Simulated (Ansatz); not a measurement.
# C: band gap against strain

C (diamond, Fd-3m, 5.507 Å³/atom at rest, cube axes along x, y and z) under a strain ε along a cube axis (axis z), the other axes held. LDA in Ansatz, a plane-wave DFT program (PAW, default set), 420 eV, 16×16×16 Γ-centred mesh, Fermi-Dirac smearing 0.05 eV; ions are relaxed within the symmetry of each cell. Gaps are the smallest over the k-mesh and a band path, without spin-orbit coupling; in all rows the valence edge lies at Γ and the conduction edge at about 1.3 Å⁻¹ from Γ.

Here s stands for strain and Eg for gap.

```csv
strain (%),gap (eV)
0.00,4.17
0.50,4.10
1.00,4.02
1.50,3.95
3.00,?
```

**Question.** Fit Eg against s with a straight line, and predict the withheld value at s = 3.00.

**Answer.** Means: s 0.75000, Eg 4.060. About the means, the sum of products is -0.18500 and the sum of squares of s is 1.2500; the slope is their ratio. Least squares gives Eg = 4.171 - 0.1480·s. Residuals (row less fit): -0.001, 0.003, -0.003, 0.001; standard error 0.003 (degrees of freedom: 2). Over these rows the gap moves by -15 ± 0.3 eV per unit strain. At the withheld row, Eg = 4.171 - 0.1480 × 3.0 = 3.727 eV. The calculation gives 3.72 eV, 0.007 eV below the prediction (1.6 % of the range of Eg in the table). The row lies outside the fitted rows, so this is an extrapolation. The fitted rows scatter only by rounding.

Rows are the converged runs of the series near zero and its far end; series whose fitted rows scatter by over a few per cent of the range, as at a crossing or softening among them, aren't shown in this form. Most that stay on the fit to the last digits aren't either.
